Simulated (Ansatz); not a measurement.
Cu under a change: x(Ni) = 0.75, 4 atoms, Pmmm

Start from Cu in the fcc (Cu type) structure (space group Fm-3m, No. 225; a = 3.5638 Å).

The other end (x = 1) is Ni in the fcc (Cu type) structure (space group Fm-3m, No. 225; ferromagnetic): 10.38 Å³/atom, gap zero.

Perturbation: Ni replaces 75.0 % of the Cu, ordered in a cell of 4 atoms (starting symmetry Pmmm) and fully relaxed.

Level of theory: PBEsol/PAW in Ansatz (a program for electronic structure), no spin-orbit coupling. Settings: 19×13×10 k-points, 0.05 eV Fermi–Dirac smearing, for the changed cell.

The density increases by 0.07 g/cm³, from 9.33 g/cm³ to 9.40 g/cm³ and the shortest interatomic distance shrinks by 0.096 Å (2.520 Å → 2.424 Å). The band gap stays zero and the magnetic state changes from not spin-polarised to ferromagnetic. The largest site moment goes from zero to 0.57 μB and the mixing energy comes out as +0.03 eV/atom (to 0.01 eV only: unlike meshes or grids). The deviation of the volume from the linear (Vegard-type) interpolation comes out as -0.3 %.

Other magnetic orders, which the real material may have, were not ruled out. Each cell is one ordered arrangement of few atoms, which overstates ordering effects compared with a random alloy. Whether these cells are dynamically stable was not tested. Spin-polarised in the final run: CuNi3 and Ni; the other runs are not.
